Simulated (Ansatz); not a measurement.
Results of r²SCAN-D4 (PAW; Ansatz, an electronic-structure program) for fluorite PtAl2.

Run with plane-wave cutoff 560 eV, 16×16×16 k mesh, Fermi–Dirac smearing 0.05 eV, scalar-relativistic PAW data made under PBE.

Pressure at four volumes; x = ln(V/17.005 Å³). One pressure is withheld.

| V (Å³/atom) | x | P (GPa) |
|---|---|---|
| 15.985 | -0.0619 | 10.26 |
| 17.005 | 0.0000 | 0.00 |
| 17.685 | 0.0392 | -5.21 |
| 18.025 | 0.0583 | ? |

Task: Pass a parabola P(x) through the three rows shown, estimate the bulk modulus and its pressure derivative near zero pressure, and predict the withheld pressure.

Result: Slopes between the rows: (0.00 − (10.26))/(0.0000 − (-0.0619)) = -165.75 and (-5.21 − (0.00))/(0.0392 − (0.0000)) = -132.91 GPa. Their difference over the span 0.1011 is c = 32.84/0.1011 = 324.8 GPa, so P(x) = 10.26 + (-165.75)(x − (-0.0619)) + 324.8 (x − (-0.0619))(x − (0.0000)). At the middle row B = −dP/dx = −[-165.75 + 324.8 × 0.0619] = 145.6 GPa, and B′ = dB/dP = 2c/B = 4.5. At x = 0.0583 the parabola gives -7.39 GPa; the run gives -7.42 GPa. The Birch–Murnaghan fit to the energies at all volumes has B0 = 145 GPa and B′ = 4.4.

Spin–orbit coupling is not included.
